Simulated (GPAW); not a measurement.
Pressure against volume in hcp Y (space group 194) (GPAW, PBEsol)

```
CELL_PARAMETERS angstrom
      3.48597     0.00000     0.00000
     -1.74299     3.01894     0.00000
      0.00000     0.00000     5.47250
ATOMIC_POSITIONS crystal
  Y  0.66667 0.33333 0.75000
  Y  0.33333 0.66667 0.25000
```

Computed with PBEsol, GPAW PAW datasets PBEsol (made by gpaw-setup) (plane waves; GPAW). Settings: mode = pw; ecut = 585 eV; xc = PBEsol; kpts = 22 22 12; mesh shift (steps) = 0 0 0; occupations.name = fermi-dirac; occupations.width = 0.05 eV; nbands = -6; convergence.density = 1e-06 e/electron; convergence.energy = 1e-06 eV/electron; symmetry.symmorphic = false; symmetry.tolerance = 0.0005; maxiter = 100. The cell above is the first row's. The rows scale it uniformly. In all rows fractional positions and the k mesh are held.

| V (Å^3/atom) | P (GPa) |
|---|---|
| 28.7961 | 3.89 |
| 29.4221 | 2.80 |
| 30.0481 | 1.78 |
| 30.6741 | 0.84 |
| 31.3001 | -0.04 |
| 31.9261 | -0.85 |
| 32.5521 | -1.61 |
| 33.1781 | -2.31 |
| 33.8041 | ? |

**Question.** Fit P against V with a cubic, and predict the withheld value at V = 33.8041.

**Answer.** With u = V - 31.0, the rows have u = -2.2039, -1.5779, -0.9519, -0.3259, 0.3001, 0.9261, 1.5521, 2.1781. Least squares gives P = 0.374 - 1.3981·u + 0.08281·u² - 0.00309·u³. Residuals (row less fit): -0.001, 0.002, -0.003, 0.001, -0.002, 0.002, -0.002, 0.000; standard error 0.002 (degrees of freedom: 4). The fitted pressure is zero at V0 = 31.27, where dP/dV = -1.354, so B0 = -V0·dP/dV = 42.3 GPa. At the withheld row, u = 2.8041, so P = 0.374 - 1.3981 × 2.8041 + 0.08281 × 2.8041² - 0.00309 × 2.8041³ = -2.963 GPa. The calculation gives -2.96 GPa, which the fit meets to the printed digits. The row lies outside the fitted rows, so this is an extrapolation. From the scatter of the fitted rows alone, a prediction at this place has a standard error of 0.006 GPa, so the miss is 0.5 times that.

Carrying the step between the two nearest rows on in a straight line would have given -3.01, off by 0.05; series whose last step already gives the withheld value aren't shown. The reference cell has the volume at which an earlier scan in this program and functional put its minimum by a fit; axis ratios and inner coordinates come from a measured-size cell. The runs keep the symmetry of the cell, so they don't test it for distortions. The shape of the cell and the inner coordinates aren't relaxed, so V0 and B0 belong to this uniform scaling; a relaxed crystal lies no higher in energy and is usually softer. Cutoffs and mesh are single choices, not tested for convergence of this quantity. Series with a scatter that would blur these digits, or in which a gap closes, are not shown.
